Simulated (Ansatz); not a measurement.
An Ansatz (an electronic-structure program) input (plane-wave PAW DFT at the r2SCAN level (Ansatz, 500 eV), no spin-orbit coupling, earlier PAW set):

Ansatz 0.2 input:
```yaml
crystal:
  lattice:
    - [-2.1125588507, 2.1125588507, 2.1125588507]
    - [2.1125588507, -2.1125588507, 2.1125588507]
    - [2.1125588507, 2.1125588507, -2.1125588507]
  atoms:
    - { symbol: Na, position: [0, 0, 0] }
basis: { ecutwfc: 500, ecutrho_ratio: 4, xc_grid: 4, fft_grid_basis: typed }
kpoints: { mp_grid: { grid: [16, 16, 16] } }
hamiltonian:
  xc: r2scan
  dispersion: none
  pseudopotentials: { azcp: { folder: ./paw }, kind: paw }
scf: { occupations: { method: fermi_dirac, width: 0.05 }, convergence: { dr2_threshold: 0.0000000001 } }
output: { forces: true, stress: true }
checkpoint: { write: state.ck, write_every: 1000 }
```

Question: Which symmetry and how many k-points will the program report, and about how many plane waves at Γ?

Answer: Space group Im-3m (ITA 229) with 48 operations, k-points 145 of 4096, and 959 plane waves at Γ.

Stability against distortions was not tested. The cell was made from Rb by this change: Rb → Na.
